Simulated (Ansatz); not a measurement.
**InAs, response to strain**

Consider InAs in the zinc blende structure (space group F-43m, No. 216; a = 6.087 Å). Axes: x, y, z lie along the cube axes.

Strains are applied to the cell and any free atomic positions relax; under biaxial strain the out-of-plane vector relaxes too.

Computed with PBEsol (Ansatz, an electronic-structure program), spin-orbit coupling left out.

Notes on the quantities. pressure: mean of the normal stresses, compression positive; energy relative to the base: free energy F.

```tsv
case	pressure	energy relative to the base	shortest interatomic distance
base	0.0 GPa	0 meV/atom	2.636 Å
biaxial strain −2.08 %, plane normal [111], relaxed out of plane	1.7 GPa	+9.1 meV/atom	2.606 Å
biaxial strain −1.67 %, plane normal [111], relaxed out of plane	1.3 GPa	+5.8 meV/atom	2.612 Å
biaxial strain −1.25 %, plane normal [111], relaxed out of plane	1.0 GPa	+3.2 meV/atom	2.618 Å
biaxial strain −0.42 %, plane normal [111], relaxed out of plane	0.3 GPa	+0.4 meV/atom	2.630 Å
biaxial strain +0.42 %, plane normal [111], relaxed out of plane	-0.3 GPa	+0.4 meV/atom	2.637 Å
biaxial strain +0.83 %, plane normal [111], relaxed out of plane	-0.6 GPa	+1.4 meV/atom	2.638 Å
biaxial strain +1.25 %, plane normal [111], relaxed out of plane	-0.9 GPa	+3.1 meV/atom	2.639 Å
biaxial strain +1.67 %, plane normal [111], relaxed out of plane	-1.2 GPa	+5.4 meV/atom	2.640 Å
biaxial strain +2.08 %, plane normal [111], relaxed out of plane	___	___	___
```

Question: Fill in the withheld entries from the trend.

Answer: 
- biaxial strain +2.08 %, plane normal [111], relaxed out of plane, pressure: -1.5 GPa
- biaxial strain +2.08 %, plane normal [111], relaxed out of plane, energy relative to the base: +8.4 meV/atom
- biaxial strain +2.08 %, plane normal [111], relaxed out of plane, shortest interatomic distance: 2.641 Å

A case with no gap was solved on a k-mesh chosen for an insulator, which is coarse for it. Whether these cells are dynamically stable was not tested. The final runs are not spin-polarised.
